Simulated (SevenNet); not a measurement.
## B20 (FeSi-type) FeGe

These are the machine-learned potential SevenNet-l3i5 (trained on PBE and PBE+U data) values and carry that method's errors.

Cell (relaxed at this level):

Space group P2₁3 (No. 198); a = 4.664 Å, b = 4.664 Å, c = 4.664 Å, α = 90.00°, β = 90.00°, γ = 90.00°

| atom | site | symmetry | x | y | z |
|---|---|---|---|---|---|
| Fe | 4a | .3. | 0.1342 | 0.1342 | 0.1342 |
| Ge | 4a | .3. | 0.8397 | 0.8397 | 0.8397 |

| Quantity | Value |
|---|---|
| lattice constant a | 4.664 Å |
| volume per atom | 12.68 Å³/atom |

Measured, for comparison: lattice constant a 4.699 Å (295 K, not corrected to a static lattice, our sources range from 4.689 to 4.699; as tabulated in Wilhelm et al. (2007), arXiv:cond-mat/0703031); equilibrium volume per atom 12.97 Å³/atom (295 K, not corrected to a static lattice; as tabulated in Wilhelm et al. (2007), arXiv:cond-mat/0703031). Computed (rounded) less measured: lattice constant a -0.7 % (-0.5 % to -0.7 % over the range), equilibrium volume per atom -2.2 %. A static lattice is as a rule a little smaller and stiffer than an uncorrected measurement, which narrows the difference in the lattice constant a and would widen misses of the other sign.

A machine-learned potential is trained on density-functional data: it inherits that level's misses and adds fitting errors of its own.
